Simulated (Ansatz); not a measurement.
Ansatz (an electronic-structure program) run on Cr3Fe (I4/mmm, 4 atoms in the cell): self-consistent single point.

Method of the run: LDA (PW92), PAW files made with PBE (plane waves; Ansatz).

The change in words: lattice scaled by 0.98. Reference geometry:
```yaml
crystal:
  lattice:
    - [-1.69307, 1.69307, 4.03606]
    - [1.69307, -1.69307, 4.03606]
    - [1.69307, 1.69307, -4.03606]
  atoms:
    - { symbol: Cr, position: [0.50000, 0.50000, 0.00000] }
    - { symbol: Cr, position: [0.75000, 0.25000, 0.50000] }
    - { symbol: Cr, position: [0.25000, 0.75000, 0.50000] }
    - { symbol: Fe, position: [0.00000, 0.00000, 0.00000], spin: 4.0 }
```
(The spins are starting values, not results.)

Reference input (self-consistent single point, DFT, LDA (PW92), plane waves, PAW files made with PBE): basis.ecutwfc = 420 eV; kpoints.mp_grid.grid = 6 6 6; hamiltonian.xc = lda; hamiltonian.pseudopotentials = {kind: paw} (the program's default PAW files); magnetization.spin_polarized = true; scf.occupations.method = fermi_dirac; scf.occupations.width = 0.1 eV. This run's input differs from it in these lines:

```diff
@@ -2,9 +2,9 @@
   lattice:
-    - [-1.69306500, 1.69306500, 4.03605500]
-    - [1.69306500, -1.69306500, 4.03605500]
-    - [1.69306500, 1.69306500, -4.03605500]
+    - [-1.65920400, 1.65920400, 3.95533400]
+    - [1.65920400, -1.65920400, 3.95533400]
+    - [1.65920400, 1.65920400, -3.95533400]
   atoms:
-    - { symbol: Cr, position_ang: [0.00000000, 0.00000000, 4.03605500] }
-    - { symbol: Cr, position_ang: [-0.00000000, 1.69306500, 2.01802750] }
-    - { symbol: Cr, position_ang: [1.69306500, 0.00000000, 2.01802750] }
+    - { symbol: Cr, position_ang: [0.00000000, 0.00000000, 3.95533400] }
+    - { symbol: Cr, position_ang: [0.00000000, 1.65920400, 1.97766700] }
+    - { symbol: Cr, position_ang: [1.65920400, 0.00000000, 1.97766700] }
     - { symbol: Fe, position_ang: [0.00000000, 0.00000000, 0.00000000], spin: 4.0 }
```

Output, abridged:

```
SCF iter   1: F=—  HF=-14397.037789 eV  |F-HF|=—  |Δ(HF+E_count)|=         —  Δρ=2.16e-1 (↑2.16e-1 ↓1.89e-1)  dr2=2.15e1  dr2_m=1.07e1  M=0.924 μB ∫|m|=1.122 μB  β_m=0.30  ethr=3.10e-3  ⟨swp⟩=3.7  Hψ=7019  notcnv=0
Mixer restart at iter 1: flushing history
all-band conjugate gradients solve this SCF's bands
preconditioner: auto → Kerker (q_TF=auto, 2.862 Å⁻¹)
spin=Collinear: Kerker preconditioning applied to the charge; magnetization (m = ρ↑ − ρ↓) channel mixes plain (no charge-response kernel on spin).
   [... lines left out ...]
SCF iter  17: F=—  HF=-14388.322784 eV  |F-HF|=—  |Δ(HF+E_count)|=   2.22e-9  Δρ=2.04e-6 (↑2.04e-6 ↓8.45e-7)  dr2=4.03e-9  dr2_m=2.82e-10  M=0.000 μB ∫|m|=0.000 μB  β_m=0.99  ethr=4.25e-11  ⟨swp⟩=2.0  Hψ=2824  notcnv=0
SCF iter  18: F=-14388.322784 eV  HF=-14388.322784 eV  |F-HF|=4.13e-9  |Δ(HF+E_count)|=  1.15e-10  Δρ=1.39e-6 (↑1.30e-6 ↓1.39e-6)  dr2=4.24e-9  dr2_m=3.95e-12  M=0.000 μB ∫|m|=0.000 μB  ethr=6.95e-12  ⟨swp⟩=1.0  Hψ=5620  notcnv=0
SCF 1 converged in 18 iterations: F = -14388.322784 eV  dr2 = 4.24e-9
Crystal: 4 atoms, lattice volume = 43.555 Å³
Starting moments: Σ|m| = 19 μB on 4 of 4 sites
SCF iter   1: F=—  HF=-14386.510342 eV  |F-HF|=—  |Δ(HF+E_count)|=         —  Δρ=4.44e-1 (↑4.44e-1 ↓3.36e-1)  dr2=7.28e1  dr2_m=4.87e1  M=6.898 μB ∫|m|=6.908 μB  β_m=0.30  ethr=3.10e-3  ⟨swp⟩=2.9  Hψ=6896  notcnv=0
preconditioner: auto → Kerker (q_TF=auto, 2.862 Å⁻¹)
spin=Collinear: Kerker preconditioning applied to the charge; magnetization (m = ρ↑ − ρ↓) channel mixes plain (no charge-response kernel on spin).
   [... lines left out ...]
spin-set hold released at iteration 11 (site moments contracting)
iter 31 did not close the SCF: its close was put off for a magnetic moment that had not settled (scf_convergence_deferred on its scf_iter line)
iter 32 did not close the SCF: its close was put off for a magnetic moment that had not settled (scf_convergence_deferred on its scf_iter line)
WARN: the starting moments were not kept: the SCF closed with an absolute magnetisation of 6.6e-5 μB, where they sum to 4 μB in size (1 site) …
Absolute magnetization: 0.0001 μB (∫|ρ↑−ρ↓|, with the PAW one-centre terms)
Free energy (F): -14388.322784 eV
Fermi energy:    20.024632 eV
   [... lines left out ...]
  atom   1  Cr    -0.00000000    -0.00000000     0.00000000
   [... zero for the other atoms too ...]
--- Stress (GPa, compression-positive) ---
       -0.899750       0.000000       0.000000
        0.000000      -0.899750       0.000000
        0.000000       0.000000      -9.489998
  P = ⅓ Tr σ = -3.7632 GPa (-37.632 kbar)
  The stress holds the Pulay correction. Without it, at fixed plane waves, as pw.x and ABINIT print it: P = -3.8555 GPa
```

The run converged, with 51 iterations in all over 2 SCF loops. Against the reference run the free energy drops by 48.6 meV/atom, the pressure goes from -18.13 to -3.76 GPa and the size of the net moment goes from 0.20 to 0.00 μB/atom. The full log also holds: “iter 31 did not close the SCF: its close was put off for a magnetic moment that had not settled (scf_convergence_deferred on its scf_iter line)”. The full log also holds: “iter 32 did not close the SCF: its close was put off for a magnetic moment that had not settled (scf_convergence_deferred on its scf_iter line)”.

The starting cell comes from a database of computed structures (which also holds hypothetical and non-ambient phases and stackings), without a prior relaxation at this level. For this run, on top of that: lattice scaled by 0.98. The starting moments vanished: the run ended non-magnetic, which need not be the lowest state. The program warned that a starting moment was not kept. With a pressure of about -4 GPa the cell is away from its equilibrium volume at this level. Ansatz's pressure includes its estimate of the finite-basis (Pulay) stress.

Cost on one core of a shared machine: roughly 30 s.

Keys are those of Ansatz 0.2.
